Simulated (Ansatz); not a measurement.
**A computed series for SnBi2Te4: response to strain**

Base system: SnBi2Te4 (space group R-3m, No. 166; a = 4.4069 Å, c = 41.2328 Å (hexagonal axes); a cell from a computed database, its experimental status unchecked). Axes: x lies along a and z along c of the hexagonal cell.

Strains are applied to the cell and any free atomic positions relax; under biaxial strain the out-of-plane vector relaxes too.

Calculations: PBE-D3(BJ)/PAW in Ansatz (a quantum-chemistry and plane-wave program), without spin-orbit coupling.

Base values:

The band gap comes out as 0.32 eV.

### Question
The aim is a band gap between 0.15 eV and 0.23 eV. Which of these changes reaches it?
A. isotropic strain −1.27 %
B. biaxial strain −1.33 %, plane normal [001], relaxed out of plane
C. tensor shear ε_yz = +0.72 %
D. biaxial strain −2.71 %, plane normal [001], relaxed out of plane

### Answer
D, biaxial strain −2.71 %, plane normal [001], relaxed out of plane. It gives 0.19 eV; tensor shear ε_yz = +0.72 % gives 0.32 eV; biaxial strain −1.33 %, plane normal [001], relaxed out of plane gives 0.37 eV; isotropic strain −1.27 % gives 0.27 eV. Changes not listed may reach it too

With Bi and Te present, leaving out spin-orbit coupling can change the band edges. No phonon test of stability was made. The D3 term's C6 switches between coordination references near this geometry, which can add small steps to energies. The zero or small gap of SnBi2Te4 under biaxial strain −2.71 %, plane normal [001], relaxed out of plane and SnBi2Te4 under isotropic strain −1.27 % can change with the level of theory.
